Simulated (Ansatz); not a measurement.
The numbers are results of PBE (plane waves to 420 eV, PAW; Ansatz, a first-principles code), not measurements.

Plane-averaged electrostatic potential energy along the normal, in eV from the Fermi level, for a constructed model of the (0001) surface of hcp Mg, a pseudomorphic layer of Zr in the host's stacking (bottom of the slab: a bare face, its two planes held):

(z (Å), V (eV)): (3.85, 3.70); (4.15, 3.70); (4.44, 3.69); (4.74, 3.69); (5.04, 3.67); (5.33, 3.64); (5.63, 3.57); (5.93, 3.45); (6.22, 3.22); (6.52, 2.79); (6.81, 2.01); (7.11, 0.65); (7.41, -1.55); (7.70, -5.84); (8.00, -10.85); (8.30, -11.27); (8.59, -6.56); (8.89, -1.90); (9.19, 0.23); (9.48, 0.88); (9.78, 0.08); (10.07, -2.26); (10.37, -7.19); (10.67, -11.55); (10.96, -10.44); (11.26, -5.18); (11.56, -1.18); (11.85, 0.57); (12.15, 0.91); (12.44, -0.18); (12.74, -2.96); (13.04, -8.22); (13.33, -11.85); (13.63, -9.67); (13.93, -4.25); (14.22, -0.74); (14.52, 0.72); (14.81, 0.73); (15.11, -0.70); (15.41, -4.14); (15.70, -9.57); (16.00, -11.89); (16.30, -8.37); (16.59, -3.07); (16.89, -0.23); (17.19, 0.87); (17.48, 0.51); (17.78, -1.28); (18.07, -5.40); (18.37, -10.61); (18.67, -11.48); (18.96, -6.95); (19.26, -2.08); (19.56, 0.22); (19.85, 0.98); (20.15, 0.29); (20.44, -1.86); (20.74, -6.47); (21.04, -11.08); (21.33, -10.50); (21.63, -5.30); (21.93, -1.02); (22.22, 0.56); (22.52, 0.22); (22.81, -2.39); (23.11, -8.18); (23.41, -15.00); (23.70, -18.40); (24.00, -16.39); (24.30, -10.22); (24.59, -3.89); (24.89, -0.30); (25.19, 1.67); (25.48, 2.79); (25.78, 3.42); (26.07, 3.76); (26.37, 3.95); (26.67, 4.05); (26.96, 4.11); (27.26, 4.13); (27.56, 4.15); (27.85, 4.16); (28.15, 4.16)

Set-up: 7 atoms, 15.7 Å thick at the start; mesh 13x13x1; 0.1 eV smearing; dipole correction on; 2 atoms held, the rest relaxed; held to the start's symmetry, so lower structures may exist; no spin, no spin-orbit, no U. It is one candidate, not shown to be the stable structure of the face.

Q: The surface cell has an area of 8.86 Å². What dipole along the normal does the step between the two vacuum levels imply?

A: the top vacuum level lies 0.46 eV above the bottom one; p = −ε₀ A ΔV (ε₀ = 0.005526 e/(V·Å)) gives -0.02 e·Å a cell.
